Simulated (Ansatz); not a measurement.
Spacing of the highest filled and lowest empty level at the zone centre in eight small model glasses of hand-chosen composition and density, fast-quenched (anions pushed apart in CHGNet runs), each at its PBE geometry, by PBE and by HSE06 (Ansatz, a quantum-chemistry and plane-wave program, plane waves, PAW). The cells are the first eight to finish that balance their formal charges, show no moments and no lower geometry on charging where those were tested, and have a gap at both levels; defect levels can set the spacings, and exact exchange is cut at the cells' faces.

```
cell            quench by  pressure (GPa)             levels at the gap  PBE (eV)  experiment, tabulated (eV)
--------------  ---------  --------------  ----------------------------  --------  --------------------------
Ti20O41Sr          CHGNet             0.0   localised at the empty edge      2.70                           -
Zr20O43In2         CHGNet            -4.7                        spread      3.22                           -
Zr20O45Nb2         CHGNet             0.1                        spread      3.26                           -
Si24O51Sb2         CHGNet             1.9  localised at the filled edge      4.38                           -
Hf18O37Li2         CHGNet            -2.6  localised at the filled edge      3.81                           -
Ga24O37Na2         CHGNet             1.4  localised at the filled edge      1.67                           -
In9Ga9Zn9O38Sn     CHGNet             0.5  localised at the filled edge      0.82                           -
Si24O50Hf          CHGNet            -2.2  localised at the filled edge      4.70                           -
```

What does HSE06 give, and how does it move these values against PBE?

Ti20O41Sr 4.23, Zr20O43In2 4.78, Zr20O45Nb2 4.74, Si24O51Sb2 6.08, Hf18O37Li2 5.35, Ga24O37Na2 3.34, In9Ga9Zn9O38Sn 2.41, Si24O50Hf 6.51 eV. It raises them by +1.48 to +1.81 eV, +1.61 eV on average. A straight line through the eight gives HSE06 = 1.03 × PBE +1.52 eV, with a scatter of 0.10 eV.
